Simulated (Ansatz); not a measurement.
C (Fd-3m), r2SCAN, rigid bands (Ansatz, an electronic-structure program): N_c = 5.49e19 cm⁻³ at 300 K and an electron conductivity mass of 0.386 mₑ.

Task: For 1e16 electrons per cm³ at 300 K, place the Fermi level, estimate the Seebeck coefficient of a parabolic band with constant τ, and give mobility and conductivity for τ = 10 fs.

Result: The level lies k_BT ln(N_c/n) = 0.223 eV below the conduction-band minimum. S ≈ −(k_B/e)[ln(N_c/n) + 5/2] = -957 μV/K, against -953 μV/K from the full bands (mean over directions). μ = eτ/m = 45.6 cm²/(V·s) and σ = neμ = 0.0730 S/cm. τ is assumed, not computed.

Band transport and this doping are assumed; polarons and phonon drag are left out. Spin-orbit coupling is left out. Geometry: cell and atoms relaxed with PBEsol.
